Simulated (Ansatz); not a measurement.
**Pressure series in Mo**

Base system: Mo in the bcc (W type) structure (space group Im-3m, No. 229; a = 3.1608 Å).

Cell and atoms are relaxed at each pressure.

Level of theory: PBE, PAW, 420 eV (Ansatz, a program for electronic structure; no SOC), earlier PAW set.

Two rows of this table had their results exchanged by mistake.

```tsv
pressure	volume per atom (Å³)	shortest distance (Å)	band gap
pressure −2 GPa	15.91	2.744	zero
pressure −1 GPa	15.85	2.741	zero
pressure 3 GPa	15.61	2.727	zero
pressure 7 GPa	12.46	2.529	zero
pressure 15 GPa	14.99	2.690	zero
pressure 30 GPa	14.36	2.652	zero
pressure 50 GPa	13.69	2.610	zero
pressure 75 GPa	13.01	2.566	zero
pressure 100 GPa	15.39	2.714	zero
```

Question: Which two?

Answer: The rows for pressure 7 GPa and pressure 100 GPa: the volume has to fall steadily with pressure, so 15.39 Å³ belongs to pressure 7 GPa and 12.46 Å³ to pressure 100 GPa.

Load acts through the strain it causes; cell and atoms are relaxed under it. Stability against distortions was not tested. Competing high-pressure phases were not computed. All final runs are without spin polarisation.
